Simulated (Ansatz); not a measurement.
SrHfN₂ (R-3m, No. 166, 4 atoms in the cell; start mp-9383) was calculated with PBEsol (plane waves, PAW; Ansatz, a quantum-chemistry and plane-wave program).

Input file:

Ansatz 0.2 input:
```yaml
crystal:
  lattice:
    - [1.6708144468, 0.9646450046, 5.8996926081]
    - [-1.6708144468, 0.9646450046, 5.8996926081]
    - [0.0, -1.9292905073, 5.8996925267]
  atoms:
    - { symbol: Sr, position: [0.0, 0.0, 0.0] }
    - { symbol: Hf, position: [0.5, 0.5, 0.5] }
    - { symbol: N, position: [0.2331302801, 0.2331302801, 0.2331302801] }
    - { symbol: N, position: [0.7668697199, 0.7668697199, 0.7668697199] }
basis:
  ecutwfc: 520
  ecutrho_ratio: 4
  xc_grid: 2
kpoints:
  mp_grid: { grid: [12, 12, 12] }
hamiltonian:
  xc: pbesol
  dispersion: none
  pseudopotentials: { kind: paw }
scf:
  occupations: { method: fermi_dirac, width: 0.01 }
output:
  forces: true
  stress: true
  eigenvalues: true
relax:
  f_tol: 0.004
  escape_saddle: false
  max_steps: 80
  cell: { stress_tol: 0.02, fix: [volume] }
```

Excerpt of the program's output:

```
Relaxation: its limit of steps is 80 (relax.max_steps)
Crystal: 4 atoms, lattice volume = 57.053 Å³
Basis set: ecut = 520 eV, 1539 PW (Γ), FFT grids on a1−a3, a2−a3, a3, exchange–correlation on 50×50×96 points (8 copies of the dense FFT grid, shifted against one another)
Bands: 28, of which v1, the nominal top of the filled ones, is band 23 counted from 1 (22 counted from 0)
Symmetry: 12 space group operations
Space group: R-3m (ITA 166), of the structure as read, at distance tolerance 3.8e-5 Å
k-points: 189 of 1728
Functional: x = pbesol(κ = 0.804, μ = 0.12345679012345678), c = pbesol(β = 0.046)
SCF iter   1: F=—  HF=-19853.185603 eV  |F-HF|=—  |Δ(HF+E_count)|=         —  Δρ=1.37e-2  dr2=1.30e-1
SCF iter   2: F=—  HF=-19853.159642 eV  |F-HF|=—  |Δ(HF+E_count)|=   2.60e-2  Δρ=3.23e-3  dr2=6.23e-3
  ...
SCF 1 converged in 8 iterations: F = -19853.158345 eV  dr2 = 9.85e-9
Crystal: 4 atoms, lattice volume = 57.053 Å³
Basis set: ecut = 520 eV, 1533 PW (Γ), FFT grids on a1−a3, a2−a3, a3, exchange–correlation on 50×50×96 points (8 copies of the dense FFT grid, shifted against one another)
Initial density: handed on by an earlier stage of this run
SCF 2 converged in 5 iterations: F = -19853.158002 eV  dr2 = 1.17e-7
Crystal: 4 atoms, lattice volume = 57.053 Å³
SCF 3 converged in 8 iterations: F = -19853.158860 eV  dr2 = 3.79e-12
Crystal: 4 atoms, lattice volume = 57.053 Å³
SCF 4 converged in 4 iterations: F = -19853.158877 eV  dr2 = 6.81e-9
Crystal: 4 atoms, lattice volume = 57.053 Å³
SCF iter   6: F=—  HF=-19853.158877 eV  |F-HF|=—  |Δ(HF+E_count)|=  1.82e-11  Δρ=3.62e-7  dr2=5.86e-11
SCF iter   7: F=-19853.158877 eV  HF=-19853.158877 eV  |F-HF|=0.00e0  |Δ(HF+E_count)|=  1.82e-11  Δρ=7.60e-8  dr2=2.06e-12
SCF 5 converged in 7 iterations: F = -19853.158877 eV  dr2 = 2.06e-12
SCF converged after 7 iterations
Free energy (F): -19853.158877 eV
Internal energy: -19853.158877 eV  (E = F + TS)
E sigma→0 (E₀):  -19853.158877 eV
Fermi energy:    14.510778 eV
--- Forces (eV/Å), atoms counted from 1 ---
  atom   1  Sr    -0.00000000     0.00000000    -0.00000000
  atom   2  Hf    -0.00000000     0.00000000     0.00000000
  atom   3  N     -0.00000000    -0.00000000     0.00004701
  atom   4  N      0.00000000     0.00000000    -0.00004701
--- Stress (GPa, compression-positive) ---
       -3.168946       0.000000      -0.000000
        0.000000      -3.168946       0.000000
       -0.000000       0.000000      -3.172889
  P = ⅓ Tr σ = -3.1703 GPa (-31.703 kbar)
```

The cell is one volume of an energy–volume scan, off the minimum.

The PAW data were made under PBE.

Note: the relaxation could not lower the start's symmetry, so the cell can be a saddle point above a distorted one.

The result took roughly 2.3 core-minutes.

A start named mp-… is a Materials Project structure, which need not be a measured phase.
